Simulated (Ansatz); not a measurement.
# SiC, response to strain

The parent structure is SiC in the zinc blende structure (space group F-43m, No. 216).

```cif
data_CSi
_chemical_formula_sum 'Si1 C1'
_space_group_name_H-M_alt 'P 1'
_space_group_IT_number 1
_cell_length_a 3.08039
_cell_length_b 3.08039
_cell_length_c 3.08039
_cell_angle_alpha 60.000
_cell_angle_beta 60.000
_cell_angle_gamma 60.000
loop_
_space_group_symop_operation_xyz
  'x, y, z'
loop_
_atom_site_label
_atom_site_type_symbol
_atom_site_fract_x
_atom_site_fract_y
_atom_site_fract_z
_atom_site_occupancy
Si1 Si 0.00000 0.00000 0.00000 1
C1 C 0.25000 0.25000 0.25000 1
```

Strains are applied to the cell and any free atomic positions relax.

Method: r2SCAN (Ansatz, a first-principles code; PAW; 500 eV plane waves; no spin-orbit coupling).

Notes on the quantities. energy relative to the base: free energy F.

| variant | energy relative to the base | width of the top valence band | volume per atom |
|---|---|---|---|
| base | 0 meV/atom | 4.81 eV | 10.33 Å³ |
| isotropic strain +0.50 % | +1.6 meV/atom | 4.76 eV | 10.49 Å³ |
| isotropic strain +1.00 % | +6.4 meV/atom | 4.70 eV | 10.65 Å³ |
| isotropic strain +1.50 % | +14 meV/atom | 4.65 eV | 10.81 Å³ |
| isotropic strain +2.00 % | +25 meV/atom | 4.59 eV | 10.97 Å³ |
| isotropic strain +2.50 % | +38 meV/atom | 4.54 eV | 11.13 Å³ |
| isotropic strain +3.00 % | +54 meV/atom | 4.49 eV | 11.29 Å³ |

The levels and masses belong to the bands next to the band gap. No phonon test of stability was made.
